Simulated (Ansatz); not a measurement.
TaRu3 (Pm-3m), PBEsol, DFPT electron-phonon coupling, linearised Boltzmann equation in Ansatz (a program for electronic structure): phonon-limited resistivity 12.2 μΩ·cm at 300 K, 16.7 μΩ·cm at 400 K, current-weighted mean free path 5.2 nm, Drude plasma energy 7.94 eV.

What temperature coefficient of resistance follows, and how does it compare with 1/T?

(ρ₄₀₀ − ρ₃₀₀)/(100 K × ρ₃₀₀) = 3.69×10⁻³ K⁻¹, against 1/T = 3.33×10⁻³ K⁻¹ for a resistivity proportional to T. It lies higher because phonons are still being populated at 300 K; impurities would add a constant and lower it.

What is the classical skin depth at 10 GHz (nonmagnetic, μ₀ = 1.257×10⁻⁶ H/m)?

δ = √(ρ/(π f μ₀)) = 1760 nm.

Estimate the resistivity of a 80 nm square wire with diffuse walls from ρ ≈ ρ₀(1 + 3ℓ/4d).

1 + 0.75 × 5.2/80 = 1.05, so ρ ≈ 12.8 μΩ·cm and a line 1 μm long has 20.0 Ω. The formula is the free-electron limit for d well above ℓ; grain boundaries add to it.

A metal at this level (no band gap). Only scattering by harmonic phonons is included (no impurities, grain boundaries, electron-electron scattering or thermal expansion). Spin-orbit coupling is left out, which matters with elements this heavy. Halving the electron mesh (24x24x24) moves the resistivity by up to 2 % at 300 K, the mean free path by up to 3 %. Smearing 0.20 eV; phonons on a 4x4x4 q mesh, which this run doesn't test.

Computed structure with no diffraction record at hand here (it may be known, metastable or hypothetical): TaRu3 (Pm-3m).
